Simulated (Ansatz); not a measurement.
Consider interstitial H in polar orthorhombic HfO2 with all lengths changed by -1 %, charge state +1. These are PBE, PAW (plane waves to 420 eV; Ansatz, a first-principles code) values and carry that method's errors.

Settings: 96 host sites, the strained lattice (strain from the relaxed PBE one, atoms relaxed), the Γ point alone, smearing 0.01 eV, spin-restricted, no image-charge correction. Static, classical nuclei. Spin-orbit coupling is left out. The host's phase is taken as given; its stability against other phases was not computed. The charge state is imposed; whether it is stable for some Fermi level was not computed. Sites that were not tried may lie lower.

Barriers: single points on a 2×2×2 k-point mesh shifted by half a step at the bands' geometries.

The step: H moves alone to another site. Atoms about the jump, Cartesian Å from the middle of the jump, before and after:

| atom | x0 | y0 | z0 | x1 | y1 | z1 |
|---|---|---|---|---|---|---|
| H1 | 0.82 | 0.63 | 0.29 | -0.82 | -0.63 | -0.29 |
| O2 | 0.08 | 0.07 | -0.01 | -0.04 | -0.04 | -0.09 |
| O3 | 1.36 | -0.68 | -2.60 | 1.36 | -0.69 | -2.61 |
| O4 | 2.59 | -0.71 | -0.06 | 2.60 | -0.70 | -0.08 |
| Hf5 | 0.50 | 1.07 | -2.05 | 0.51 | 1.05 | -2.00 |
| Hf6 | 0.90 | -1.82 | 0.63 | 0.96 | -1.79 | 0.64 |
| O7 | 1.87 | 1.93 | -0.66 | 1.87 | 1.94 | -0.66 |
| O8 | -0.68 | -2.59 | -0.66 | -0.68 | -2.58 | -0.67 |
| O9 | -1.25 | 0.06 | -2.59 | -1.25 | 0.03 | -2.61 |
| Hf10 | 3.12 | -1.66 | -1.93 | 3.13 | -1.67 | -1.94 |
| O11 | 1.94 | -3.10 | -0.67 | 1.95 | -3.10 | -0.67 |
| O12 | -0.72 | 2.35 | -0.68 | -0.73 | 2.35 | -0.66 |
| Hf13 | -1.85 | 1.06 | 0.62 | -1.86 | 1.13 | 0.66 |
| Hf14 | 3.50 | 1.01 | 0.60 | 3.47 | 1.02 | 0.60 |
| O15 | 1.35 | -0.71 | 2.43 | 1.37 | -0.70 | 2.43 |
| Hf16 | -2.12 | -1.66 | -1.94 | -2.15 | -1.70 | -2.00 |
| O17 | -2.57 | -0.68 | -0.08 | -2.55 | -0.66 | -0.11 |
| O18 | -0.57 | -2.61 | -3.19 | -0.57 | -2.63 | -3.20 |
| O19 | 2.06 | 1.99 | -3.21 | 2.05 | 1.98 | -3.20 |
| O20 | 3.97 | 0.05 | -2.61 | 3.98 | 0.05 | -2.61 |
| O21 | 2.05 | 1.95 | 1.84 | 2.06 | 1.97 | 1.85 |
| O22 | 2.06 | -3.03 | -3.19 | 2.05 | -3.04 | -3.19 |
| O23 | -1.27 | 0.05 | 2.45 | -1.27 | 0.06 | 2.43 |
| O24 | -0.55 | -2.65 | 1.87 | -0.53 | -2.63 | 1.86 |
| Hf25 | 0.50 | -4.00 | -1.95 | 0.50 | -4.00 | -1.94 |
| Hf26 | 0.85 | -1.67 | -4.45 | 0.85 | -1.66 | -4.46 |
| Hf27 | 0.84 | 3.37 | 0.60 | 0.85 | 3.35 | 0.59 |

Question: Predict the transition state.

Answer: 
```tsv
atom	x	y	z
H1	0.79	-0.36	-0.79
O2	0.08	-0.06	-0.15
O3	1.32	-0.63	-2.51
O4	2.58	-0.74	-0.04
Hf5	0.46	1.20	-2.09
Hf6	0.88	-1.85	0.73
O7	1.88	1.96	-0.71
O8	-0.71	-2.63	-0.62
O9	-1.27	0.09	-2.62
Hf10	3.11	-1.65	-1.90
O11	1.91	-3.10	-0.63
O12	-0.73	2.34	-0.71
Hf13	-1.82	1.04	0.59
Hf14	3.45	1.00	0.58
O15	1.35	-0.74	2.48
Hf16	-2.11	-1.64	-1.92
O17	-2.61	-0.69	-0.08
O18	-0.57	-2.60	-3.16
O19	2.04	2.01	-3.24
O20	3.95	0.06	-2.61
O21	2.05	1.95	1.83
O22	2.05	-3.00	-3.15
O23	-1.24	0.01	2.37
O24	-0.56	-2.69	1.92
Hf25	0.49	-4.01	-1.92
Hf26	0.82	-1.65	-4.42
Hf27	0.84	3.33	0.59
```
It lies 1.01 eV above the start and 0.81 eV above the end. The saddle point's order was not checked.
